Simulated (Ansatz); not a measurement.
Results of LDA (Ansatz, an electronic-structure program, plane waves, PAW) for cubic perovskite SrHfO3 (cubic high-temperature phase).

Settings: plane-wave cutoff 520 eV, 8×8×8 k mesh, Fermi–Dirac smearing 0.01 eV, scalar-relativistic PAW data made under PBE.

Cell (measured lattice):

```xyz
5
Lattice="4.1138 0.0000 0.0000 0.0000 4.1138 0.0000 0.0000 0.0000 4.1138" Properties=species:S:1:pos:R:3 pbc="T T T"
O      2.0569     0.0000     0.0000
O      0.0000     2.0569     0.0000
O      0.0000     0.0000     2.0569
Sr     2.0569     2.0569     2.0569
Hf     0.0000     0.0000     0.0000
```

Q: Predict the band gap and smallest direct gap on the k points sampled.

A: 
- band gap = 3.64 eV
- smallest direct gap on the k points sampled = 3.83 eV

Note: held by symmetry at 0 K, a high-temperature phase can be a saddle point; cell and atoms aren't relaxed at this level (pressure -5.7 GPa).

Spin–orbit coupling is not included.

Static lattice: no zero-point or thermal effects.

It cost around 25 core-seconds (rough) of CPU time.
